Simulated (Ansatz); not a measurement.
System: L1₂ (Cu3Au-type) Al3Sc. Method: LDA (Ansatz, an electronic-structure program, PAW).

Input:

Ansatz 0.2 input:
```yaml
crystal:
  lattice:
    - [4.0587809621, 0.0, 0.0]
    - [0.0, 4.0587809621, 0.0]
    - [0.0, 0.0, 4.0587809621]
  atoms:
    - { symbol: Sc, position: [0.0, 0.0, 0.0] }
    - { symbol: Al, position: [0.0, 0.5, 0.5] }
    - { symbol: Al, position: [0.5, 0.0, 0.5] }
    - { symbol: Al, position: [0.5, 0.5, 0.0] }
basis:
  ecutwfc: 520
  ecutrho_ratio: 4
  xc_grid: 2
kpoints:
  mp_grid: { grid: [14, 14, 14] }
hamiltonian:
  xc: lda
  dispersion: none
  pseudopotentials: { kind: paw }
scf:
  occupations: { method: fermi_dirac, width: 0.05 }
  convergence: { dr2_threshold: 0.0000000004 }
output:
  forces: true
  stress: true
  eigenvalues: true
```

Task: How many irreducible k-points, plane waves at Γ does the program set up, and what pressure does the run end with?

Result: 120 irreducible k-points, 1791 plane waves at Γ; P = -1.84 GPa, so the cell is stretched and would shrink at this level.

The run printed, among other lines:

```
Crystal: 4 atoms, lattice volume = 66.863 Å³
Basis set: ecut = 520 eV, 1791 PW (Γ), exchange–correlation on 64×64×64 points (8 copies of the dense FFT grid, shifted against one another)
Bands: 14, of which v1, the nominal top of the filled ones, is band 10 counted from 1 (9 counted from 0)
Symmetry: 48 space group operations
Space group: Pm-3m (ITA 221), of the structure as read, at distance tolerance 4.1e-5 Å
k-points: 120 of 2744
Functional: x = slater, c = lda
SCF iter   1: F=—  HF=-3629.650723 eV  |F-HF|=—  |Δ(HF+E_count)|=         —  Δρ=4.73e-3  dr2=3.05e-2
SCF iter   2: F=—  HF=-3629.645226 eV  |F-HF|=—  |Δ(HF+E_count)|=   5.50e-3  Δρ=2.80e-3  dr2=8.13e-3
  ...
SCF iter   7: F=—  HF=-3629.642769 eV  |F-HF|=—  |Δ(HF+E_count)|=  5.89e-10  Δρ=8.27e-7  dr2=4.94e-10
SCF iter   8: F=-3629.642769 eV  HF=-3629.642769 eV  |F-HF|=0.00e0  |Δ(HF+E_count)|=  5.64e-11  Δρ=7.31e-8  dr2=4.03e-12
SCF 1 converged in 8 iterations: F = -3629.642769 eV  dr2 = 4.03e-12
SCF converged after 8 iterations
Free energy (F): -3629.642769 eV
Internal energy: -3629.632423 eV  (E = F + TS)
E sigma→0 (E₀):  -3629.637596 eV
Fermi energy:    9.257993 eV
--- Forces (eV/Å), atoms counted from 1 ---
  atom   1  Sc    -0.00000000     0.00000000     0.00000000
  atom   2  Al     0.00000000     0.00000000    -0.00000000
  atom   3  Al     0.00000000    -0.00000000    -0.00000000
  atom   4  Al     0.00000000     0.00000000    -0.00000000
--- Stress (GPa, compression-positive) ---
       -1.840171      -0.000000       0.000000
        0.000000      -1.840171       0.000000
        0.000000       0.000000      -1.840171
  P = ⅓ Tr σ = -1.8402 GPa (-18.402 kbar)
```

The cell is one volume of an energy–volume scan, off the minimum.

The PAW data were made under PBE.

The result took very roughly 9 core-seconds.
